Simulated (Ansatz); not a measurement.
**Response to strain in PbSe**

Base system: PbSe in the rock salt structure (space group Fm-3m, No. 225; a = 6.178 Å). Axes: x, y, z lie along the cube axes.

Strains are applied to the cell and any free atomic positions relax; under biaxial strain the out-of-plane vector relaxes too.

Level of theory: plane-wave PAW DFT at the r2SCAN level (Ansatz, a quantum-chemistry and plane-wave program, 500 eV), spin-orbit coupling left out, earlier PAW set.

Candidates:
(a) biaxial strain +0.67 %, plane normal [111], relaxed out of plane
(b) biaxial strain −3.89 %, plane normal [111], relaxed out of plane
(c) isotropic strain −1.99 %
(d) isotropic strain +0.69 %
(e) isotropic strain −4.54 %

Notes on the quantities. energy relative to the base: free energy F.

### Question
Order them by energy relative to the base, highest first.

### Answer
(e) isotropic strain −4.54 % (+102 meV/atom), (b) biaxial strain −3.89 %, plane normal [111], relaxed out of plane (+22 meV/atom), (c) isotropic strain −1.99 % (+18 meV/atom), (d) isotropic strain +0.69 % (+2.0 meV/atom), (a) biaxial strain +0.67 %, plane normal [111], relaxed out of plane (+0.6 meV/atom)

A case with no gap was solved on a k-mesh chosen for an insulator, which is coarse for it. Stability against distortions was not tested. All final runs are without spin polarisation.
